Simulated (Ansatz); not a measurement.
A relaxation of cell and atoms of LuAu (Pm-3m, 2 atoms in the cell) with Ansatz (a quantum-chemistry and plane-wave program).

Method: PBEsol, default PAW files made with PBE (plane waves; Ansatz).

The change in words: atoms on their sites; basis.ecutwfc: 420 eV → 630 eV; relax: default → cell and atoms. Reference geometry:
```
CELL_PARAMETERS angstrom
      3.51413     0.00000     0.00000
      0.00000     3.51413     0.00000
      0.00000     0.00000     3.51413
ATOMIC_POSITIONS crystal
  Lu 0.50000 0.50000 0.51423
  Au 0.00000 0.00000 0.00000
```

Reference input (self-consistent single point, DFT, PBEsol, plane waves, default PAW files made with PBE): basis.ecutwfc = 420 eV; kpoints.mp_grid.grid = 9 9 9; hamiltonian.xc = pbesol; hamiltonian.pseudopotentials = {kind: paw} (the program's default PAW files); scf.occupations.method = fermi_dirac; scf.occupations.width = 0.1 eV. This run's input differs from it in these lines:

Ansatz 0.2 input:
```diff
@@ -7,6 +7,6 @@
   atoms:
-    - { symbol: Lu, position_ang: [1.75706650, 1.75706650, 1.80706558] }
+    - { symbol: Lu, position_ang: [1.75706650, 1.75706650, 1.75706650] }
     - { symbol: Au, position_ang: [0.00000000, 0.00000000, 0.00000000] }
 basis:
-  ecutwfc: 420.0
+  ecutwfc: 630.0
 kpoints:
@@ -18,2 +18,4 @@
   occupations: { method: fermi_dirac, width: 0.1 }
+relax:
+  cell: {}
 output:
```

Output, abridged:

```
   [... SCF lines of the steps left out ...]
relax step   1: F+E_penalty+E_count = -27620.32282352 eV  Δ(F+E_penalty+E_count) = +0.000e0 eV  max|allowed force component| = 5.459e-28 eV/Å  Δτ_max = 0.0000 Å  P = -3.107 GPa  Ω = 43.396 Å³  (7 SCF iters, dr2 threshold 1.00e-7 eV, accepted)
relax step   2: F+E_penalty+E_count = -27620.31414295 eV  Δ(F+E_penalty+E_count) = +8.681e-3 eV  max|allowed force component| = 1.152e-28 eV/Å  Δτ_max = 0.0000 Å  P = +4.557 GPa  Ω = 40.481 Å³  energy of the carried Pulay correction = +3.714e-5 eV  [...]
   [... lines left out ...]
relax step   4: F+E_penalty+E_count = -27620.33601788 eV  Δ(F+E_penalty+E_count) = -6.456e-5 eV  max|allowed force component| = 6.101e-29 eV/Å  Δτ_max = 0.0000 Å  P = -0.004 GPa  Ω = 42.077 Å³  energy of the carried Pulay correction = +1.649e-5 eV  [...]
relax step   5: F+E_penalty+E_count = -27620.33600227 eV  Δ(F+E_penalty+E_count) = +1.561e-5 eV  max|allowed force component| = 6.469e-29 eV/Å  Δτ_max = 0.0000 Å  P = -0.003 GPa  Ω = 42.077 Å³  stress off target by 3.25e-3 GPa  SCF on the basis [...]
basis re-selected at this cell: Δ(F+E_penalty+E_count) = +1.561e-5 eV, ΔP = +0.001 GPa vs the last step
the relaxation is at rest under the 48 symmetry operations that the run kept from its start: a minimum is not shown …
Free energy (F): -27620.336002 eV
Internal energy: -27620.304593 eV  (E = F + TS)
E sigma→0 (E₀):  -27620.320298 eV
Entropy (-TS):   -0.031409 eV (-15.705 meV/atom)
Fermi energy:    18.280892 eV
--- Forces (eV/Å), atoms counted from 1 ---
  atom   1  Lu    -0.00000000    -0.00000000    -0.00000000
   [... lines left out ...]
  cell:  # Å, volume = 42.0774 Å³
    - [3.47816083057925, 3.450624483693797e-34, -1.5246945393065616e-34]
    - [3.450624483693797e-34, 3.47816083057925, 0.0]
    - [-1.5246945393065616e-34, 0.0, 3.47816083057925]
  atoms:
    - { symbol: Lu, position: [0.5000000000000001, 0.5000000000000001, 0.5000000000000001] }
    - { symbol: Au, position: [7.642915213005783e-46, 9.969019843051024e-47, 6.646013228700681e-47] }
```

The run converged. 

Summary of the result:
```
Quantity                                                                          Result
-----------------------------------------------  ---------------------------------------
Free energy E − TS (on the zero of these files)                           -27620.3360 eV
Fermi level (on the code's own zero)                                            18.28 eV
Pressure                                                                        0.00 GPa
Final cell                                       a = b = c = 3.478 Å, α = β = γ = 90.00°
Final volume per atom                                                           21.04 Å³
Relaxation steps                                                                       5
```

The starting cell comes from a database of computed structures (which also holds hypothetical and non-ambient phases and stackings), without a prior relaxation at this level. Its lattice was rescaled by up to half a per cent. The relaxation keeps the symmetry of its start, so its end need not be a minimum. Ansatz's pressure includes its estimate of the finite-basis (Pulay) stress.
